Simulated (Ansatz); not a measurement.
The reference is CdSe in the zinc blende structure (space group F-43m, No. 216; a = 6.1333 Å).

Level of theory: r2SCAN in Ansatz (plane waves to 500 eV, PAW, without spin-orbit coupling), earlier PAW set.

Base values:

* **Band gap**: 1.03 eV
* **Electron mass**: 0.093 mₑ (at Γ)
* **Lattice parameter a**: 613.3 pm

The change: cell and atoms relaxed at a pressure of 7.5 GPa.

Question: What happens to the band gap, electron mass and lattice parameter a?

Answer: The band gap increases by 0.25 eV (1.03 eV → 1.28 eV); the electron mass becomes 0.10 mₑ (at Γ) (base: 0.093 mₑ (at Γ)); the lattice parameter a decreases by 22.5 pm, from 613.3 pm to 590.8 pm.

Load acts through the strain it causes; cell and atoms are relaxed under it. Effective masses come from finite differences of ±0.01 Å⁻¹. Whether these cells are dynamically stable was not tested. Tetrahedral semiconductors of this kind turn to denser phases somewhere between about 1 and 50 GPa; those were not computed, so compressed cells here can lie past the real transition.

Ansatz is a first-principles code.
